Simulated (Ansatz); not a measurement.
**Input and output of a self-consistent single point for a sheet of SnO₂ (3 atoms in the cell) (Ansatz, a quantum-chemistry and plane-wave program)**

Method: LDA (PW92), default PAW files made with PBE (plane waves; Ansatz).

Input as run:

Ansatz 0.2 input:
```yaml
# SnO2
crystal:
  lattice:
    - [2.98345700, 0.00000000, 0.00000000]
    - [-1.49172900, 2.58375000, 0.00000000]
    - [0.00000000, 0.00000000, 16.44452900]
  atoms:
    - { symbol: Sn, position: [0.00000000, 0.00000000, 0.50000000] }
    - { symbol: O, position: [0.33333300, 0.66666700, 0.57432700] }
    - { symbol: O, position: [0.66666700, 0.33333300, 0.42567300] }
basis:
  ecutwfc: 30.9 Ry
kpoints:
  mp_grid:
    grid: [13, 13, 1]
hamiltonian:
  xc: lda
  pseudopotentials:
    kind: paw
scf:
  occupations:
    method: gaussian
    width: 0.0037 Ry
output:
  forces: true
  eigenvalues: true
  stress: true
```

Output, abridged:

```
WARN the atoms were moved onto the symmetric positions of the space group found under crystal.symmetry.tolerance 1.0e-5 (fractional …
WARN ansatz: RAYON_NUM_THREADS=1 ignored (pool sized by the plan → 1); use --threads N
Pseudopotentials: kind: paw
Pseudopotential: Sn, paw, valence charge 14
Pseudopotential: O, paw, valence charge 6
Crystal: 3 atoms, lattice volume = 126.763 Å³
Basis set: ecut = 420.4159175005146 eV, 2419 PW (Γ)
Bands: 17, of which v1, the nominal top of the filled ones, is band 13 counted from 1 (12 counted from 0)
Symmetry: 12 space group operations
Space group: P-3m1 (ITA 164), of the structure as read, at distance tolerance 5.0e-5 Å
k-points: 21 of 169
PAW frozen core: Sn, regenerated for the run's functional, and the local potential with it
PAW frozen core: O, regenerated for the run's functional, and the local potential with it
Initial density: superposition of atomic densities (neutral atoms: chi_scale 0, normalization atom), corrected by the library's trained network
Initial wavefunctions: pseudopotential atomic-orbital guess
Eigensolver: davidson
Functional: x = slater, c = lda
SCF iter   1: F=—  HF=-6988.800632 eV  |F-HF|=—  |Δ(HF+E_count)|=         —  Δρ=1.11e-2  dr2=1.44e-1  ethr=1.77e-3  ⟨swp⟩=9.6  Hψ=2643  notcnv=0
all-band conjugate gradients solve this SCF's bands
preconditioner: auto → none
SCF iter   2: F=—  HF=-6988.776264 eV  |F-HF|=—  |Δ(HF+E_count)|=   2.44e-2  Δρ=7.54e-3  dr2=6.00e-2  ethr=5.52e-4  ⟨swp⟩=2.3  Hψ=771  notcnv=0
SCF iter   3: F=—  HF=-6988.759921 eV  |F-HF|=—  |Δ(HF+E_count)|=   1.63e-2  Δρ=1.62e-3  dr2=1.76e-3  ethr=2.31e-4  ⟨swp⟩=2.9  Hψ=653  notcnv=0
SCF iter   4: F=—  HF=-6988.759508 eV  |F-HF|=—  |Δ(HF+E_count)|=   4.13e-4  Δρ=3.29e-4  dr2=6.17e-5  ethr=6.77e-6  ⟨swp⟩=2.3  Hψ=696  notcnv=0
SCF iter   5: F=—  HF=-6988.759523 eV  |F-HF|=—  |Δ(HF+E_count)|=   1.43e-5  Δρ=9.91e-5  dr2=6.10e-6  ethr=2.37e-7  ⟨swp⟩=2.4  Hψ=697  notcnv=0
SCF iter   6: F=—  HF=-6988.759534 eV  |F-HF|=—  |Δ(HF+E_count)|=   1.13e-5  Δρ=1.66e-5  dr2=2.22e-7  ethr=2.35e-8  ⟨swp⟩=2.0  Hψ=670  notcnv=0
SCF iter   7: F=-6988.759536 eV  HF=-6988.759536 eV  |F-HF|=2.72e-8  |Δ(HF+E_count)|=   1.74e-6  Δρ=6.29e-6  dr2=3.22e-8  ethr=3.85e-10  ⟨swp⟩=10.8  Hψ=2260  notcnv=0
SCF 1 converged in 7 iterations: F = -6988.759536 eV  dr2 = 3.22e-8
SCF converged after 7 iterations
Free energy (F): -6988.759536 eV
Harris-Foulkes:  -6988.759536 eV  (|F-HF|=2.72e-8)
Internal energy: -6988.759536 eV  (E = F + TS)
E sigma→0 (E₀):  -6988.759536 eV
Fermi energy:    -2.895685 eV
--- Per-component energies (eV) ---
  E_band       = -401.388920
  E_kinetic    = 538.300970
  E_local      = -15125.114694  (includes V_loc(G=0)·N_el)
  E_nonlocal   = 74.386825
  E_hartree    = 7418.285445
  E_xc         = -521.819466
  E_vxc        = -283.025134  (∫ρ·V_xc dr)
  E_paw        = -4297.817098  (= ΣΔE_a)
  E_vpaw       = -442.503999  (= ΣTr[D̂ρ^β])
  E_aug_tail   = 0.004852  (compensation charges beyond the density's cutoff)
  E_ewald      = 4924.394888
  E_core_change = 0.618741  (= ΣΔE_core)
  E_smearing   = -0.000000  (= −TS)
  E_closure    = -0.000000  (closes the sum)
  Σ components = -6988.759536   (vs F -6988.759536, Δ=0.00e0)
--- Forces (eV/Å), atoms counted from 1 ---
  atom   1  Sn    -0.00000000     0.00000000     0.00000000
  atom   2  O      0.00000000     0.00000000    -2.19091382
  atom   3  O     -0.00000000    -0.00000000     2.19091382
  max |Σ_I F_I| component: 2.78e-17 eV/Å
--- Stress (GPa, compression-positive) ---
        4.434910       0.000000       0.000000
        0.000000       4.434910       0.000000
        0.000000       0.000000      -6.774011
  P = ⅓ Tr σ = 0.6986 GPa (6.986 kbar)
  The stress holds the Pulay correction. Without it, at fixed plane waves, as pw.x and ABINIT print it: P = 0.3717 GPa
--- Band table (eV; the first three rows and the last of 21) ---
  k-point 0: bands = ["-24.1102", "-24.1102", "-24.0975", "-23.6840", "-23.6840", "-22.3968", "-20.7568", "-9.3676", "-5.3473", "-5.0055", "-5.0055", "-4.4608", "-4.4608", "-1.3311", "1.8452", "4.7331", "4.8924"]
  k-point 1: bands = ["-24.1550", "-24.0844", "-24.0626", "-23.7368", "-23.6887", "-22.3354", "-20.6223", "-9.3882", "-5.3781", "-5.2570", "-5.0932", "-4.7185", "-4.4718", "-1.0442", "2.1967", "4.8473", "5.0117"]
  k-point 2: bands = ["-24.2974", "-24.0127", "-23.9723", "-23.8369", "-23.7014", "-22.1456", "-20.2783", "-9.4682", "-6.0874", "-5.3397", "-5.3352", "-5.1457", "-4.5001", "-0.4147", "3.0430", "5.1601", "5.3535"]
  k-point 20: bands = ["-24.5994", "-24.3936", "-23.8896", "-23.8157", "-23.6186", "-19.7097", "-19.2894", "-10.3065", "-8.0735", "-8.0103", "-7.1487", "-5.0440", "-4.8327", "1.7201", "3.5795", "4.1188", "7.4458"]
```

The run converged in 7 iterations.

The starting cell was generated: these elements placed on a structure prototype, without a prior relaxation; it need not be a known phase or ordering of this composition. Its lattice was rescaled in the plane by a random factor within 2.5 % of one. Forces in this geometry exceed 1 eV/Å.
